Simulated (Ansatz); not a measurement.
# Bi₂O₃ (P-3m1, No. 164, 5 atoms in the cell; start mp-1017552; a measured phase of this formula has another space group)

Calculation: PBEsol (plane waves, PAW; Ansatz, a quantum-chemistry and plane-wave program).

Settings: plane-wave cutoff 500 eV, 12×12×8 k mesh (along the axes of the cell as run), gaussian smearing 0.02 eV, scalar-relativistic PAW data made under PBE.

Cell (relaxed at this level):

```
CELL_PARAMETERS angstrom
      3.84693     0.00000     0.00000
     -1.92346     3.33154     0.00000
      0.00000     0.00000     5.91243
ATOMIC_POSITIONS crystal
  Bi 0.66667 0.33333 0.75755
  Bi 0.33333 0.66667 0.24245
  O  0.66667 0.33333 0.36810
  O  0.33333 0.66667 0.63190
  O  0.00000 0.00000 0.00000
```

For Bi₂O₃ (P-3m1, No. 164, 5 atoms in the cell; start mp-1017552; a measured phase of this formula has another space group), the band gap is 1.04 eV (on the SCF k mesh).

Note: the relaxation could not lower the start's symmetry, so the cell can be a saddle point above a distorted one.

Spin–orbit coupling is not included; with these elements it can move the gap by several tenths of an eV or more.

The computed numbers hold no vibrational or temperature effects.

The result took about 2.1 core-minutes (a rough figure).

A start named mp-… is a Materials Project structure, which need not be a measured phase.
